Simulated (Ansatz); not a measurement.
The parent structure is C in the diamond structure (space group Fd-3m, No. 227; a = 3.532 Å). Axes: x, y, z lie along the cube axes.

Method: Ansatz (a program for electronic structure), LDA, PAW, cutoff 420 eV, spin-orbit coupling left out.

Strains are applied to the cell and any free atomic positions relax.

One change was made to it. Results:

The band gap shrinks by 0.36 eV (4.17 eV → 3.81 eV); the valence-band top at Γ (three highest levels, from the VBM) changes from 0.00, 0.00, 0.00 eV to 0.00, -0.23, -0.23 eV; the smallest direct gap shrinks by 0.23 eV (5.62 eV → 5.39 eV).

Problem. What was done to the base?
(A) uniaxial strain ε_zz = −1.50 %
(B) uniaxial strain ε_zz = −0.50 %
(C) uniaxial strain ε_zz = +0.50 %
(D) uniaxial strain ε_zz = +3.00 %

Solution. A, uniaxial strain ε_zz = −1.50 %. For comparison, the band gap in the other runs: uniaxial strain ε_zz = +3.00 % gives 3.72 eV; uniaxial strain ε_zz = +0.50 % gives 4.10 eV; uniaxial strain ε_zz = −0.50 % gives 4.05 eV.

Stability against distortions was not tested.
